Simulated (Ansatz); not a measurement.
Worked example: relaxation of cell and atoms of Mg₆CuBi (Amm2, 8 atoms in the cell) in Ansatz (a quantum-chemistry and plane-wave program).

Method of the run: PBEsol, PAW files made with PBE (plane waves; Ansatz).

```xyz
8
Lattice="4.9849 0.0000 0.0000 0.0000 3.2458 5.4575 0.0000 -3.2458 5.4575" Properties=species:S:1:pos:R:3 pbc="T T T"
Mg     2.4924     1.6122     6.3788
Mg     2.4924    -1.6122     6.3788
Mg     0.0000     1.7584     4.5314
Mg     0.0000    -1.7584     4.5314
Mg     0.0000     0.0000     7.3256
Mg     0.0000     0.0000     1.7414
Cu     2.4924     0.0000     9.1253
Bi     2.4924     0.0000     3.6469
```

Reference input (self-consistent single point, DFT, PBEsol, plane waves, PAW files made with PBE): kpoints.mp_grid.grid = 4 3 3; hamiltonian.xc = pbesol; hamiltonian.pseudopotentials = {kind: paw} (the program's default PAW files); scf.occupations.method = gaussian; scf.occupations.width = 0.136 eV. This run's input differs from it in these lines:

```diff
@@ -21,2 +21,4 @@
   occupations: { method: gaussian, width: 0.136 }
+relax:
+  cell: {}
 output:
```

Output (repeated stretches shortened):

```
   [... SCF lines of the steps left out ...]
relax step   1: F+E_penalty+E_count = -30305.54990506 eV  Δ(F+E_penalty+E_count) = +0.000e0 eV  max|allowed force component| = 2.025e-1 eV/Å  Δτ_max = 0.0000 Å  P = -1.428 GPa  Ω = 176.603 Å³  (14 SCF iters, dr2 threshold 1.00e-7 eV, accepted)
relax step   2: F+E_penalty+E_count = -30305.61638878 eV  Δ(F+E_penalty+E_count) = -6.648e-2 eV  max|allowed force component| = 1.135e-1 eV/Å  Δτ_max = 0.0420 Å  P = +0.252 GPa  Ω = 170.235 Å³  energy of the carried Pulay correction = +5.902e-4 eV  [...]
   [... lines left out ...]
relax step   6: F+E_penalty+E_count = -30305.62448045 eV  Δ(F+E_penalty+E_count) = -9.916e-5 eV  max|allowed force component| = 3.680e-3 eV/Å  Δτ_max = 0.0031 Å  P = -0.006 GPa  Ω = 171.220 Å³  energy of the carried Pulay correction = +4.976e-4 eV  [...]
relax step   7: F+E_penalty+E_count = -30305.62395012 eV  Δ(F+E_penalty+E_count) = +5.303e-4 eV  max|allowed force component| = 3.701e-3 eV/Å  Δτ_max = 0.0000 Å  P = -0.006 GPa  Ω = 171.220 Å³  stress off target by 1.27e-2 GPa  SCF on the basis [...]
basis re-selected at this cell: Δ(F+E_penalty+E_count) = +5.303e-4 eV, ΔP = +0.001 GPa vs the last step
the relaxation is at rest under the 4 symmetry operations that the run kept from its start: a minimum is not shown …
Free energy (F): -30305.623950 eV
Internal energy: -30305.608035 eV  (E = F + TS)
E sigma→0 (E₀):  -30305.615993 eV
Entropy (-TS):   -0.015915 eV (-1.989 meV/atom)
Fermi energy:    7.955035 eV
--- Forces (eV/Å), atoms counted from 1 ---
  atom   1  Mg    -0.00000000     0.00017367     0.00028709
   [... lines left out ...]
  cell:  # Å, volume = 171.2199 Å³
   [... lines left out ...]
    - { symbol: Mg, position: [3.0183992141270043e-37, 0.6688935484024375, 0.6688935484024375] }
    - { symbol: Mg, position: [3.0183992141270043e-37, 0.16381022229271572, 0.16381022229271572] }
    - { symbol: Cu, position: [0.49999999999999994, 0.8273729484709704, 0.8273729484709704] }
    - { symbol: Bi, position: [0.49999999999999994, 0.3398101216807662, 0.3398101216807662] }
```

The run converged. 

Summary of the result:
- Free energy E − TS (on the zero of these files): -30305.6240 eV
- Fermi level (on the code's own zero): 7.96 eV
- Pressure: -0.01 GPa
- Largest force (vector length): 0.004 eV/Å
- Final cell: a = 4.8334 Å, b = 6.3018 Å, c = 6.3018 Å, α = 63.13°, β = 90.00°, γ = 90.00°
- Final volume per atom: 21.40 Å³
- Relaxation steps: 7

The starting cell comes from a database of computed structures (which also holds hypothetical and non-ambient phases and stackings), without a prior relaxation at this level. Spin polarisation is off. The relaxation keeps the symmetry of its start, so its end need not be a minimum. Ansatz's pressure includes its estimate of the finite-basis (Pulay) stress.

Cost on one core of a shared machine: roughly 40 s.

Keys are those of Ansatz 0.2.
